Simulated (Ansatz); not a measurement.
Given:

```xyz
2
Lattice="0.0000 2.3912 2.3912 2.3912 0.0000 2.3912 2.3912 2.3912 0.0000" Properties=species:S:1:pos:R:3 pbc="T T T"
Ca     0.0000     0.0000     0.0000
O      2.3912     2.3912     2.3912
```

No spin polarisation.

Calculations: Kohn–Sham DFT with the PBE functional, run in Ansatz (a first-principles code) with PAW and 420 eV plane waves, no SOC. k-mesh 12×12×12 (Γ-centred); smearing 0.05 eV (Fermi–Dirac).

Problem. Estimate the smallest direct gap.

Solution. 4.02 eV.

Problem. What width of the top valence band does the calculation give?

Solution. 1.22 eV.

The cells carry an imposed strain or load. Whether these cells are dynamically stable was not tested. The cell was made from CaO in the rock salt structure (space group Fm-3m, No. 225) by this change: isotropic strain −1.00 %.
